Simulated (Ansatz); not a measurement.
Start from Pt in the fcc (Cu type) structure (space group Fm-3m, No. 225; a = 3.8954 Å; relaxed with 0.1 eV smearing).

Calculations: LDA (Ansatz, an electronic-structure program; PAW; 420 eV plane waves; spin-orbit coupling left out).

Before the change:

- Band gap = zero
- Pressure = 0.0 GPa

Modification: an isotropic linear strain of −1.50 %, atoms relaxed at fixed cell.

Question: Predict the new energy relative to the base.

Answer: The energy increases by 30 meV/atom.

Question: What happens to the band gap?

Answer: The band gap is still zero.

Question: How does this affect the pressure?

Answer: The pressure goes from zero to 15.6 GPa.

Whether these cells are dynamically stable was not tested. All final runs are without spin polarisation.
